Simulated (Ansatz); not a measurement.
The starting structures come from a database of crystals and need not be the phases stable at ambient conditions.

 Where the default PAW files enter, the runs use the earlier of Ansatz's two default sets.

Tunnelling through a barrier is set by its complex band structure: the current falls as exp(−2κd) with the smallest κ.

Data:

```xyz
9
Lattice="5.5985 -0.2538 -0.1249 -0.5447 5.5777 -0.1249 0.5272 0.5554 3.5804" Properties=species:S:1:pos:R:3 pbc="T T T"
Mg     0.0000     0.0000     0.0000
H      2.2358     4.7004     2.8574
H      3.3452     1.1790     0.4732
H      1.0034     3.4021     0.4732
H      4.5777     2.4773     2.8574
Cl     1.4524     1.5301     1.4741
Cl     4.1286     4.3493     1.8565
O      0.9280     4.1797    -0.1249
O      4.1258     1.1442    -0.1249
```

Space group of this cell: C2/m. The cell was relaxed by PBE-D3(BJ); by r2SCAN its mean pressure is -0.7 GPa.

Transport runs along the normal of the first two printed cell vectors.

The gap is the functional's own. No spin-orbit coupling. Mid-gap values are interpolated on the energy grid.

### Question
Estimate the band gap and the smallest decay constant κ at mid-gap that r2SCAN run with Ansatz (an electronic-structure program) returns for this system.

### Answer
Gap 6.20 eV on a 6×6×8 mesh; κ = 0.400 1/Å, at the zone centre.
